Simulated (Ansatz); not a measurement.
Base system: TiS in the CsCl type structure (space group Pm-3m, No. 221; a = 3.011 Å; a hypothetical phase, not in the database extracts checked; relaxed with 0.1 eV smearing). Axes: x, y, z lie along the cube axes.

Computed with PBEsol (Ansatz, a program for electronic structure; PAW; 420 eV plane waves; without spin-orbit coupling).

Strains are applied to the cell and any free atomic positions relax; under biaxial strain the out-of-plane vector relaxes too; under stress the whole cell relaxes.

One change was made to it. Results:

```csv
quantity,base,after
energy relative to the base (free energy F),0 meV/atom,0.0 meV/atom
shortest interatomic distance,260.7 pm,260.6 pm
```

### Question
Name the change that was made.
A) biaxial strain −1.52 %, plane normal [001], relaxed out of plane
B) uniaxial stress, 0.5 GPa compression along x
C) biaxial strain −2.76 %, plane normal [111], relaxed out of plane

### Answer
B, uniaxial stress, 0.5 GPa compression along x. For comparison, the energy relative to the base in the other runs: biaxial strain −2.76 %, plane normal [111], relaxed out of plane gives +21 meV/atom; biaxial strain −1.52 %, plane normal [001], relaxed out of plane gives +8.6 meV/atom.

Beyond what the load breaks, stability against distortions was not tested. All final runs are without spin polarisation.
